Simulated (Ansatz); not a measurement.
Cu_B in zinc-blende BAs: one set of geometries, relaxed with PBE, evaluated in Ansatz (PAW, plane waves to 420 eV, 500 eV under r2SCAN) with PBE, r2SCAN.

Set-up: 64-site cell; 2×2×2 shifted k-points; start: the B site; charged states image-corrected; no Hubbard U; not converged in cell size; flagged in the runs: a doubtful potential alignment.

```tsv
quantity	PBE	r2SCAN
host gap (eV)	1.20	?
ε(−1/−2) above the VBM (eV)	0.87	?
largest moment on one atom at charge −1 (μB)	0.14	?
```

Problem. Given the lower rungs, what does r2SCAN give?

Solution. 
- host gap (eV), r2SCAN: 1.39
- ε(−1/−2) above the VBM (eV), r2SCAN: 0.89
- largest moment on one atom at charge −1 (μB), r2SCAN: 0.15

Ansatz is a quantum-chemistry and plane-wave program.
